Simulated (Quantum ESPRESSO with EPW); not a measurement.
GaP: phonon-limited electron drift mobility along x at 300 K against the coarse meshes from which the couplings are interpolated (Quantum ESPRESSO with EPW, LDA, PseudoDojo 0.4 norm-conserving potentials with their local tails restored to the Coulomb form, DFPT electron-phonon coupling, iterative Boltzmann equation). Each run picks its fine mesh from its own bands, so these can differ.

```xyz
2
Lattice="0.0000 2.6937 2.6937 2.6937 0.0000 2.6937 2.6937 2.6937 0.0000" Properties=species:S:1:pos:R:3 pbc="T T T"
Ga     0.0000     0.0000     0.0000
P      1.3469     1.3469     1.3469
```

```
coarse k  coarse q  fine mesh  Wannier miss near the edge (meV)  μ (cm²/(V·s))  move from a fine mesh of 0.7 the divisions  against the last row
--------  --------  ---------  --------------------------------  -------------  ------------------------------------------  --------------------
6×6×6        3×3×3   66×66×66                                51            471                                         3 %                 +60 %
8×8×8        4×4×4   60×60×60                                11            312                                        10 %                  +6 %
12×12×12     4×4×4   60×60×60                                 6            298                                         1 %                  +1 %
12×12×12     6×6×6   60×60×60                                 6            294                                         0 %                     -
```

The last step in the coarse meshes, 12×12×12/4×4×4 to 12×12×12/6×6×6, moves the value by 1 %, and the fine meshes of those two rows move it by up to 1 %. Both are small, which suggests, but doesn't prove, convergence at that level. The row farthest off, 6×6×6/3×3×3 (+60 %), also has the largest Wannier miss.

Dilute carriers, scattering by harmonic phonons alone, dynamical quadrupoles left out; computed gap 1.39 eV. Spin-orbit coupling is left out. Leaving out quadrupoles slows convergence with the coarse q mesh and, in piezoelectric crystals, misstates scattering by acoustic modes, which can move the mobility by tens of per cent or more, whatever the mesh. Geometry: relaxed with this functional.
